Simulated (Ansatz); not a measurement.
**cubic BaHfO3 (1 1 0) on zinc-blende InP (1 1 0) (film strained to the substrate, started from cuts of the bulks and a machine-learned relaxation; slabs In8P8 and Ba4Hf4O10, which can lie off the formulas)**

A periodic stack without vacuum, cubic BaHfO3 (1 1 0) on zinc-blende InP (1 1 0) (film strained to the substrate, started from cuts of the bulks and a machine-learned relaxation; slabs In8P8 and Ba4Hf4O10, which can lie off the formulas): substrate slab In8P8, film Ba4Hf4O10, surface cells [[0, -1], [1, -1]] and [[1, 0], [1, 1]], film strained by +0.2 and +0.2 %, outermost planes InP/InP and BaHfO/BaHfO as cut, which need not be the usual terminations and can put a slab off its formula.

The start was prepared with a machine-learned potential, and the result is one local minimum, with the in-plane cell held and forces under 0.04 eV/Å; the film can end far from its bulk form.

Level of theory: PBE (plane waves to 420 eV, PAW; Ansatz, a program for electronic structure). Spin–orbit coupling is left out; PBE gaps are too small against experiment. Its k-point mesh 7×4×1, Fermi–Dirac width 0.05 eV.

```
Property                                                                                           Result
--------------------------------------------------------------------------------  -----------------------
interface area                                                                                    25.1 Å²
period                                                                                            30.10 Å
heights between the nearest atoms of the two slabs at the two interfaces                  1.60 and 1.55 Å
Ba–P contacts across the interfaces within 1.22 times the sum of covalent radii            4, mean 3.29 Å
Ba–In contacts across the interfaces within 1.22 times the sum of covalent radii           2, mean 3.71 Å
Hf–P contacts across the interfaces within 1.22 times the sum of covalent radii            2, mean 2.51 Å
spin-polarised check at this geometry                                             falls back to no moment
```

```xyz
34
Lattice="4.2118 -0.0007 -0.1476 4.2113 5.9591 -0.1922 1.4452 0.2826 30.0688" Properties=species:S:1:pos:R:3 pbc="T T T"
In     6.5665     5.5681     3.4487
In     5.4412     1.9397     1.9388
In     6.9319     5.5251     7.7176
In     4.7436     2.5577     5.6765
In     7.0977     5.5862    11.9421
In     4.9090     2.5613     9.9017
In     6.3972     5.0274    15.6856
In     5.2751     2.6702    14.1683
P      3.3069     2.1773     0.2987
P      4.5736     3.9434     3.4756
P      2.6480     1.0366     5.7930
P      4.8248     4.0364     7.7863
P      2.8045     1.0733     9.9999
P      4.9818     4.0650    11.9928
P      3.0575     1.0478    14.3099
P      4.3216     5.2965    17.4682
Ba     6.4818     3.3564    19.0073
Hf     4.3856     0.3941    19.7849
O      2.2840     0.5054    19.9347
Ba     6.5930     6.2093    22.5054
Hf     4.4835     3.2961    22.3776
O      4.4211     2.2899    20.5699
O      4.4346     5.0355    21.2123
O      6.5908     3.3168    22.3694
Ba     6.6939     3.2473    25.1632
Hf     8.8035     6.3013    25.3004
O      4.5454     4.6984    24.0743
O      4.5299     1.7144    23.7685
O      6.6959     6.3158    25.2969
Ba     6.8041     6.3993    28.7151
Hf     4.6902     3.4467    28.0655
O      4.6400     2.1093    26.6093
O      8.8656     5.3401    27.1341
O      6.7908     3.5520    27.9147
```
